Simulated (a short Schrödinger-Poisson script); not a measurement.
**MOS inversion layer, SiO2 on p-type Si(100)**

System: MOS inversion layer, SiO2 on p-type Si(100), at 300 K.

| layer | material | thickness (nm) | Na (cm⁻³) |
|---|---|---|---|
| 1 | SiO2 | 3.1 | - |
| 2 | Si | 940 | 2.1e17 |

The device is made up for the run: typed textbook-type constants, with dimensions and the other settings drawn at random. SiO2: permittivity 3.9, conduction-band edge (eV) 3.15, gap (eV) 9, electron mass (mₑ) 0.5. Si: permittivity 11.7, conduction-band edge (eV) 0, gap (eV) 1.124, Nv at 300 K (cm⁻³) 3.1e19.

Channel valleys (confinement mass, in-plane density-of-states mass, number): Δ2 0.916, 0.19, 2; Δ4 0.19, 0.417, 4. At the gate the conduction-band edge of layer 1 lies 3.6 eV − eVg above the Fermi level of the channel; the field vanishes at the back. Gaps are held at their typed values at every temperature. Mesh 0.03 nm at interfaces.

Solved with a short Schrödinger-Poisson script written for these runs: 1D Poisson equation in equilibrium, electrons quantum, Hartree (BenDaniel-Duke, 12 states a valley, the channel's in-plane mass for all, wave functions free to enter the dielectric), parabolic valleys, classical holes, full ionisation, no traps, pinning or gate leakage.

```tsv
Vg (V)	electrons (cm⁻²)	C (μF/cm²)	Δ2 E0 (meV)	Δ2 E1 (meV)	Δ4 E0 (meV)	Δ4 E1 (meV)
0.3	2.31e6	0.145	396.0	439.4	429.9	501.7
0.5	1.54e9	0.137	225.7	273.1	262.5	341.1
0.7	2.67e11	0.618	90.1	142.1	130.2	214.7
0.9	1.20e12	0.856	47.6	106.1	92.6	181.9
1.1	2.31e12	0.916	27.1	92.0	76.8	170.1
1.3	3.47e12	0.945	13.0	83.9	67.0	163.7
1.5	4.66e12	0.963	2.0	78.3	59.9	159.7
1.7	5.87e12	0.975	-7.3	74.2	54.3	156.9
1.9	7.09e12	0.984	-15.6	71.0	49.5	154.8
2.1	8.32e12	0.991	-23.0	68.4	45.3	153.1
```

Gate voltages with under 1e6 electrons/cm² are left out.

Subbands count from the Fermi level.
